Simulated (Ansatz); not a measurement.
Base system: Ga2O3 (space group Cc, No. 9; a hypothetical phase, not in the database extracts checked).

```
CELL_PARAMETERS angstrom
      4.77445    -2.93898     0.00000
      4.77445     2.93898     0.00000
     -2.21849     0.00000     4.75546
ATOMIC_POSITIONS crystal
  Ga 0.94842 0.20089 0.47606
  Ga 0.20089 0.94842 0.97606
  Ga 0.63128 0.83637 0.57423
  Ga 0.83637 0.63128 0.07423
  O  0.03709 0.28286 0.87092
  O  0.28286 0.03709 0.37092
  O  0.93187 0.81459 0.89343
  O  0.81459 0.93187 0.39343
  O  0.49189 0.74171 0.81039
  O  0.74171 0.49189 0.31039
```

Cartesian axes are those of the cell as printed.

All numbers come from Ansatz (a quantum-chemistry and plane-wave program) PBEsol, without spin-orbit coupling.

It is then changed as follows: an isotropic linear strain of +1.83 %; the atoms relax in the strained cell.

Question: Predict the stress tensor and what it implies for the stiffness.

Answer: Stress of the strained cell less that of the base (GPa, compression positive):
```
  -5.37    0.00    1.40
   0.00   -5.49    0.00
   1.40    0.00   -4.98
```

Then B = −ΔP/(ΔV/V₀) with ΔV/V₀ = 0.0559 gives secant stiffness values (nonlinear terms included at this strain): B (at held cell shape, above the free-shape value) ≈ 94 GPa.

As a check, the harmonic strain energy −½ V₀ Δσ:ε is 12 meV/atom; the computed energy rise is 13 meV/atom.

No phonon test of stability was made.
